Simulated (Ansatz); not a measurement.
The starting structures come from a database of crystals and need not be the phases stable at ambient conditions.

 Where the default PAW files enter, the runs use the earlier of Ansatz's two default sets.

Tunnelling through a barrier is set by its complex band structure: the current falls as exp(−2κd) with the smallest κ.

```
CELL_PARAMETERS angstrom
      3.26693     0.00000     0.00000
      0.00000     6.37490     0.00000
      0.00000     0.00000     5.55640
ATOMIC_POSITIONS crystal
  Hf 0.75000 0.89213 0.75132
  Hf 0.25000 0.10787 0.24868
  Hf 0.25000 0.39213 0.74868
  Hf 0.75000 0.60787 0.25132
  O  0.25000 0.65855 0.97921
  O  0.75000 0.34145 0.02079
  O  0.75000 0.15855 0.52079
  O  0.25000 0.84145 0.47921
  O  0.25000 0.07660 0.86050
  O  0.75000 0.92340 0.13950
  O  0.75000 0.57660 0.63950
  O  0.25000 0.42340 0.36050
```

Space group of this cell: Pnma. The cell is strained (lengths across the current scaled by 0.98, ions clamped); by r2SCAN its mean pressure is 9.1 GPa.

Transport runs along the normal of the first two printed cell vectors.

No gap correction and no spin-orbit coupling; mid-gap values are interpolated between computed energies.

Predict the band gap and the smallest decay constant κ at mid-gap from Ansatz (an electronic-structure program) with r2SCAN.

Gap 3.92 eV on a 10×6×6 mesh; κ = 0.459 1/Å, at the zone centre.
